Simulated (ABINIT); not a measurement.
A self-consistent single point of SiMo3 (Pm-3n, 8 atoms in the cell) with ABINIT.

Method: LDA (PW92), PAW (JTH v2.0 LDA PAW) (plane waves; ABINIT 10.0.3).

```
SiMo3
1.0
    4.81440     0.00000     0.00000
    0.00000     4.81440     0.00000
    0.00000     0.00000     4.81440
Si Mo
2 6
Direct
  0.50000   0.50000   0.50000
  0.00000   0.00000   0.00000
  0.00000   0.50000   0.25000
  0.00000   0.50000   0.75000
  0.25000   0.00000   0.50000
  0.75000   0.00000   0.50000
  0.50000   0.25000   0.00000
  0.50000   0.75000   0.00000
```

Reference input (self-consistent single point, DFT, PBE, plane waves, PAW (JTH v2.0 PBE PAW)): pseudos = [Si.GGA_PBE-JTH.xml, Mo.GGA_PBE-JTH.xml]; ecut = 40 Ry; pawecutdg = 80 Ry; ixc = 11; occopt = 3; tsmear = 0.00367493 Ha; ngkpt = 5 5 5; nshiftk = 1; shiftk = 0 0 0; potentials = JTH v2.0 PBE PAW; nband = 58; kptopt = 1. This run's input differs from it in these lines:

```diff
@@ -1,4 +1,4 @@
-# SiMo3, JTH v2.0 PBE PAW
+# SiMo3, JTH v2.0 LDA PAW
 pp_dirpath "./"
-pseudos "Si.GGA_PBE-JTH.xml, Mo.GGA_PBE-JTH.xml"
+pseudos "Si.LDA_PW-JTH.xml, Mo.LDA_PW-JTH.xml"
 acell 3*1.0 Angstrom
@@ -23,3 +23,3 @@
 pawecutdg 80 Ry
-ixc 11
+ixc 7
 occopt 3
```

Its files differ too (potentials: JTH v2.0 PBE PAW → JTH v2.0 LDA PAW).

Output, abridged:

```
--- !BeginCycle
solver: {iscf: 17, nstep: 60, nline: 4, wfoptalg: 10, }
tolerances: {tolvrs: 1.00E-12, }
...

     iter   Etot(hartree)      deltaE(h)  residm     nres2
 ETOT  1  -420.36970903712    -4.204E+02 5.917E-01 2.115E+01
 ETOT  2  -422.49541298176    -2.126E+00 3.394E-02 3.136E+00
 ETOT  3  -422.48794149169     7.471E-03 1.894E-02 5.480E-01
 ETOT  4  -422.48973949556    -1.798E-03 8.560E-03 9.603E-02
 ETOT  5  -422.49073821601    -9.987E-04 4.890E-03 2.023E-02
   [... 25 lines left out ...]
 ETOT 31  -422.49144396567    -9.891E-12 5.971E-06 8.038E-12
 ETOT 32  -422.49144396567    -3.070E-12 2.044E-06 2.155E-12
 ETOT 33  -422.49144396568    -1.120E-11 4.581E-06 1.742E-12
 ETOT 34  -422.49144396568     2.842E-13 1.565E-06 9.462E-13
 At SCF step   34       nres2   =  9.46E-13 < tolvrs=  1.00E-12 =>converged.

 Cartesian components of stress tensor (hartree/bohr^3)
  sigma(1 1)= -1.08336398E-04  sigma(3 2)=  0.00000000E+00
  sigma(2 2)= -1.08336398E-04  sigma(3 1)=  0.00000000E+00
  sigma(3 3)= -1.08336398E-04  sigma(2 1)=  0.00000000E+00

 ----iterations are completed or convergence reached----

 reduced coordinates (array xred) for    8 atoms
       0.500000000000      0.500000000000      0.500000000000
       0.000000000000      0.000000000000      0.000000000000
       0.000000000000      0.500000000000      0.250000000000
       0.000000000000      0.500000000000      0.750000000000
       0.250000000000      0.000000000000      0.500000000000
       0.750000000000      0.000000000000      0.500000000000
   [... lines left out ...]
 Fermi (or HOMO) energy (hartree) =   0.52124   Average Vxc (hartree)=  -0.47473
   [... lines left out ...]
'-kT*entropy'       : -3.54787745993972E-03
total_energy        : -4.22491443885725E+02
total_energy_eV     : -1.14965768571401E+04
...

-Cartesian components of stress tensor (GPa)         [Pressure=  3.1874E+00 GPa]
- sigma(1 1)= -3.18736633E+00  sigma(3 2)=  0.00000000E+00
- sigma(2 2)= -3.18736633E+00  sigma(3 1)=  0.00000000E+00
- sigma(3 3)= -3.18736633E+00  sigma(2 1)=  0.00000000E+00

 Calculation completed.
```

The run converged in 34 iterations. 

The starting cell comes from a database of computed structures (which also holds hypothetical and non-ambient phases and stackings), without a prior relaxation at this level. Its lattice was rescaled by a random factor within 2.5 % of one. Spin polarisation is off. With a pressure of about 3 GPa the cell is away from its equilibrium volume at this level.

These are the values that this program gave, and no reference: the one-centre exchange-correlation terms come from a truncated expansion.

Cost on one core of a shared machine: roughly 5 min.
